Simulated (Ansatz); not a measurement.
Levels about the gap of amorphous Ga24O37K2 (63 atoms in a cell of 841 Å³, 4.63 g/cm³; zone centre alone, so wide bands show as single levels with stretches between that a denser mesh fills), at the geometry that PBE relaxed, where it gives 0.1 GPa on a denser mesh. The participation number counts the atoms over which a state spreads; weights are charges in smoothed Voronoi cells. The levels come from a single point, so bond lengths are those of that geometry. Method of the levels: PBE, scalar-relativistic without spin-orbit coupling (Ansatz, a quantum-chemistry and plane-wave program). Sampling: the zone centre alone; Fermi-Dirac width 0.02 eV; no spin polarisation. At PBE the levels at the filled edge of the gap are localised (band-tail or defect states), and the nearest spread-out levels lie 2.1 eV apart at the zone centre.

A CHGNet melt-quench gave the starting glass, which DFT then relaxed. O atoms were pushed apart under 1.9 Å during the dynamics, to hinder bonds among them. The hot cell started wider than the set density and was brought back towards it in steps. It is the lowest in DFT energy of 2 quenches. It is a model cell: composition and starting density were chosen by hand, and all elements were melted together. No dispersion term was used. Its density started from a set value of 4.79 and ended at 4.63 g/cm³. The simulated quench (nominally 330 K/ps over its main leg) is rapid and tends to freeze in more defects than a deposited or slowly cooled glass has. A cell of this size samples the disorder only roughly. Volume and shape were free in the relaxation.

```tsv
E - E(highest filled), eV	filling	participation number	largest on	weight O	weight Ga	weight K
-0.50	filled	14.8	O, 3 neighbours	0.94	0.06	0.01
-0.48	filled	11.9	O, 4 neighbours	0.93	0.06	0.00
-0.40	filled	11.2	O, 3 neighbours	0.94	0.06	0.00
-0.34	filled	11.4	O, 3 neighbours	0.94	0.05	0.00
-0.26	filled	6.9	O, 3 neighbours	0.95	0.05	0.00
-0.22	filled	4.4	O, 2 neighbours	0.95	0.05	0.00
0.00	filled	3.0	O, 3 neighbours	0.94	0.05	0.00
1.59	empty	57.9	Ga, 4 neighbours	0.54	0.44	0.02
3.82	empty	23.6	Ga, 4 neighbours	0.55	0.44	0.01
4.02	empty	31.5	Ga, 4 neighbours	0.57	0.42	0.01
4.23	empty	35.9	Ga, 4 neighbours	0.59	0.40	0.01
4.34	empty	33.3	Ga, 4 neighbours	0.57	0.43	0.01
4.49	empty	42.6	Ga, 4 neighbours	0.57	0.42	0.01
4.72	empty	28.6	Ga, 4 neighbours	0.51	0.48	0.01
```

Most localised among these is the filled level at +0.00 eV, on a O atom, which has 3 neighbours (Ga 1.81 Å, Ga 1.82 Å, K 2.94 Å).
